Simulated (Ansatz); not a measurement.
Given:

```xyz
2
Lattice="0.0000 2.5195 2.5195 2.5195 0.0000 2.5195 2.5195 2.5195 0.0000" Properties=species:S:1:pos:R:3 pbc="T T T"
Sr     0.0000     0.0000     0.0000
O      2.5195     2.5195     2.5195
```

No spin polarisation.

Method: plane-wave PAW DFT at the PBE level (Ansatz, an electronic-structure program, 420 eV), scalar-relativistic without spin-orbit coupling. Settings: 11×11×11 k-points, 0.05 eV Fermi–Dirac smearing.

### Question
What is the computed smallest direct gap?

### Answer
3.30 eV.

### Question
What band gap does the calculation give?

### Answer
3.28 eV.

### Question
What is the computed pressure?

### Answer
9.49 GPa.

### Question
Predict the gap character.

### Answer
Indirect, Γ → X.

The cells carry an imposed strain or load. No phonon test of stability was made. The cell was made from SrO in the rock salt structure (space group Fm-3m, No. 225) by this change: isotropic strain −3.00 %.
